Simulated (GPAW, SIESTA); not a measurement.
A SIESTA input for a self-consistent single point of Mn2SeS (R-3m, 4 atoms in the cell) (DFT, GGA PBEsol+U, numerical atomic orbitals DZP, PseudoDojo PBEsol standard norm-conserving potentials (rewritten from UPF to PSML)):

```
# files in the folder: Mn.psml Se.psml S.psml (PseudoDojo PBEsol standard)
SystemName  Mn2SeS
SystemLabel Mn2SeS

NumberOfAtoms                4
NumberOfSpecies              3
%block ChemicalSpeciesLabel
  1 25 Mn
  2 34 Se
  3 16 S
%endblock ChemicalSpeciesLabel
LatticeConstant              1.0 Ang
%block LatticeVectors
     1.721480000    0.993897000    5.509423000
    -1.721480000    0.993897000    5.509423000
     0.000000000   -1.987794000    5.509423000
%endblock LatticeVectors
AtomicCoordinatesFormat      Ang
%block AtomicCoordinatesAndAtomicSpecies
     0.000000000   -0.000000000    3.667457608  1
     0.000000000   -0.000000000   12.860811392  1
     0.000000000    0.000000000    0.000000000  2
     0.000000000    0.000000000    8.264134500  3
%endblock AtomicCoordinatesAndAtomicSpecies

XC.functional                GGA
XC.authors                   PBEsol
PAO.BasisSize                DZP
PAO.EnergyShift              0.01 Ry
MeshCutoff                   300 Ry
%block kgrid.MonkhorstPack
    6   0   0  0.0
    0   6   0  0.0
    0   0   6  0.0
%endblock kgrid.MonkhorstPack
OccupationFunction           FD
ElectronicTemperature        100.0 meV
Spin                         polarized
%block DM.InitSpin
  1 +4.00
  2 +4.00
  3 +0.00
  4 +0.00
%endblock DM.InitSpin
DFTU.ProjectorGenerationMethod 2
DFTU.CutoffNorm              0.9
DFTU.FirstIteration          true
%block DFTU.proj
  Mn 1
  n=3 2
  8.00 0.00
  0.00 0.00
%endblock DFTU.proj

MaxSCFIterations             150
SCF.Mixer.Method             Broyden
SCF.Mixer.Weight             0.1
SCF.Mixer.History            6
SCF.DM.Tolerance             1.0E-05
Diag.ParallelOverK           true
WriteForces                  true
Charge.Mulliken              end
```

Translate this input to GPAW.

One input that does it (others would too):

```python
from ase import Atoms
from ase.units import GPa
from gpaw import GPAW

atoms = Atoms(['Mn', 'Mn', 'Se', 'S'],
              cell=[[1.721480, 0.993897, 5.509423],
                    [-1.721480, 0.993897, 5.509423],
                    [0.000000, -1.987794, 5.509423]],
              positions=[[0.000000, -0.000000, 3.667458],
                         [0.000000, -0.000000, 12.860811],
                         [0.000000, 0.000000, 0.000000],
                         [0.000000, 0.000000, 8.264135]],
              pbc=True)

atoms.set_initial_magnetic_moments([4.0, 4.0, 0.0, 0.0])

calc = GPAW(spinpol=True,
            mode={'name': 'pw', 'ecut': 850},
            xc='PBEsol',
            setups={'Mn': ':d,8.0'},
            kpts={'size': (6, 6, 6), 'gamma': True},
            occupations={'name': 'fermi-dirac', 'width': 0.1},
            nbands=-12,
            symmetry={'symmorphic': False, 'tolerance': 0.0005},
            maxiter=120,
            txt='-')

atoms.calc = calc

energy = atoms.get_potential_energy()
print('Energy (eV):', round(energy, 6))
forces = atoms.get_forces()
print('Forces (eV/Ang):')
print(forces.round(5))
stress = atoms.get_stress()
print('Stress (GPa, Voigt):', (stress / GPa).round(4))
```

Basis, cutoffs, solver keys and any potentials are the target program's own. This input uses DFT PBEsol+U, plane waves, GPAW PAW datasets PBEsol (made by gpaw-setup).

The starting cell comes from a database of computed structures (which also holds hypothetical and non-ambient phases and stackings), without a prior relaxation at this level.
